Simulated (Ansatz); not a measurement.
Base system: Al in the fcc (Cu type) structure (space group Fm-3m, No. 225; a = 4.014 Å).

Computed with plane-wave PAW DFT at the PBEsol level (Ansatz, an electronic-structure program, 420 eV), spin-orbit coupling left out.

One change was made to it. Results:

```csv
quantity,base,after
shortest interatomic distance,283.9 pm,257.7 pm
density,2.77 g/cm³,3.70 g/cm³
```

Q: Which of these changes matches the shifts?
(A) pressure 1.8 GPa
(B) pressure 4.2 GPa
(C) pressure 9 GPa
(D) pressure −2 GPa
(E) pressure 45 GPa

A: E, pressure 45 GPa. For comparison, the shortest interatomic distance in the other runs: pressure 9 GPa gives 275.5 pm; pressure −2 GPa gives 286.3 pm; pressure 1.8 GPa gives 281.9 pm; pressure 4.2 GPa gives 279.5 pm.

Load acts through the strain it causes; cell and atoms are relaxed under it. No phonon test of stability was made. Competing high-pressure phases were not computed.
